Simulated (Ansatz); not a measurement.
Functionals compared on a constructed model of the (110) surface of bcc Fe, ferromagnetic, a pseudomorphic layer of Rh in the host's stacking (bottom of the slab: a bare face, its two planes held), in Ansatz (plane waves, PAW). The structure was relaxed with PBE; the other rows are single points on it. Cutoff 420 eV.

Model: 7-atom slab, 12.5 Å thick at the start, 16x16x1 mesh, Fermi-Dirac 0.1 eV, dipole correction, 2 atoms held, the rest relaxed; held to the start's symmetry, so lower structures may exist; spin-polarised, ending with about 14.4 μB a cell; orders that need a larger cell were not tried, no spin-orbit, no U. It is one candidate, not shown to be the stable structure of the face. These notes are the PBE run's. RPBE: The program's check for a lower electronic state was not made.

```
functional  work function of the top face (eV)  magnetic moment of the cell (μB)  rough cost of the single point
----------  ----------------------------------  --------------------------------  ------------------------------
PBE                                       5.10                             14.42                               –
RPBE                                (withheld)                             14.67          roughly 4 core-minutes
```

**Question.** Fill in the missing entries.

**Answer.** 
- RPBE, work function of the top face (eV): 4.91

Ansatz is a program for electronic structure.
